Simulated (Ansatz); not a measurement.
Consider PbSe in the rock salt structure (space group Fm-3m, No. 225; a = 6.102 Å). Axes: x, y, z lie along the cube axes.

Computed with PBEsol, PAW, 420 eV (Ansatz, an electronic-structure program; no spin-orbit coupling).

Base values:

The valley order comes out as L along ⟨111⟩ 0.17 eV; a point along ⟨110⟩, about 0.6 Å⁻¹ from Γ 1.03 eV and the shortest interatomic distance is 3.051 Å.

Now apply this change: uniaxial strain ε_zz = −2.50 %, all other strain components held at zero; the atoms relax in the strained cell.

**Question.** How does this affect the energy relative to the base, valley order, stress and shortest interatomic distance?

**Answer.** The energy grows by 8.5 meV/atom; the valley order (the lowest conduction-band minima on the path, energy above the VBM, named in the base's zone) becomes L along [1-11] 0.06 eV; a point along [1-10], about 0.6 Å⁻¹ from Γ 0.97 eV (base: L along ⟨111⟩ 0.17 eV; a point along ⟨110⟩, about 0.6 Å⁻¹ from Γ 1.03 eV); the stress (xx, yy, zz, yz, xz, xy; compression positive) amounts to (0.28, 0.28, 4.05, 0.00, 0.00, 0.00) GPa; the shortest interatomic distance drops by 0.076 Å, from 3.051 Å to 2.975 Å.

Spin-orbit coupling, missing from the scalar runs, can matter with Pb. The levels and masses belong to the bands next to the band gap. Stability against distortions was not tested.
